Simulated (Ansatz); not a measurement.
Hypothetical zinc blende VS: response to strain

Start from VS in the zinc blende structure (space group F-43m, No. 216; a = 5.3610 Å; ferromagnetic; a hypothetical phase, not in the database extracts checked; relaxed with 0.1 eV smearing). Axes: x, y, z lie along the cube axes.

Strains are applied to the cell and any free atomic positions relax; under biaxial strain the out-of-plane vector relaxes too.

Method: Ansatz (a program for electronic structure), PBE, PAW, cutoff 420 eV, no spin-orbit coupling.

Candidates:
(a) tensor shear ε_yz = +3.12 %
(b) isotropic strain +1.39 %
(c) biaxial strain +3.76 %, plane normal [111], relaxed out of plane

Notes on the quantities. energy relative to the base: free energy F.

### Question
Order them by energy relative to the base, lowest first.

### Answer
(a) tensor shear ε_yz = +3.12 % (+6.2 meV/atom), (b) isotropic strain +1.39 % (+8.1 meV/atom), (c) biaxial strain +3.76 %, plane normal [111], relaxed out of plane (+19 meV/atom)

The magnetic state is the one reached from the starting moments; the real material's order can differ, and small cells can't hold many antiferromagnetic ones. Stability against distortions was not tested.
